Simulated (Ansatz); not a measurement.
We consider CsCl-type CoGa, described by revPBE in Ansatz (PAW).

Settings: plane-wave cutoff 520 eV, 20×20×20 k mesh, Fermi–Dirac smearing 0.05 eV, no spin polarisation, scalar-relativistic PAW data made under PBE.

A third-order Birch–Murnaghan fit to the energies gives V0 = 12.189 Å³/atom, B0 = 167 GPa, B′ = 4.7.

| V (Å³/atom) | P (GPa) |
|---|---|
| 11.458 | 11.93 |
| 11.702 | ___ |
| 11.945 | 3.52 |
| 12.189 | -0.01 |
| 12.433 | -3.16 |
| 12.677 | ___ |
| 12.921 | -8.46 |

Q: Estimate the withheld pressures from this fit; the answers are the runs' own values.

A: 
- 11.702, P (GPa): 7.48
- 12.677, P (GPa): -5.96

The formula P = (3/2) B0 (x^(7/3) − x^(5/3)) [1 + (3/4)(B′ − 4)(x^(2/3) − 1)] with x = V0/V meets the computed pressures within 0.04 GPa when these rounded values are put in.

The computed numbers hold no vibrational or temperature effects.

Ansatz is a program for electronic structure.
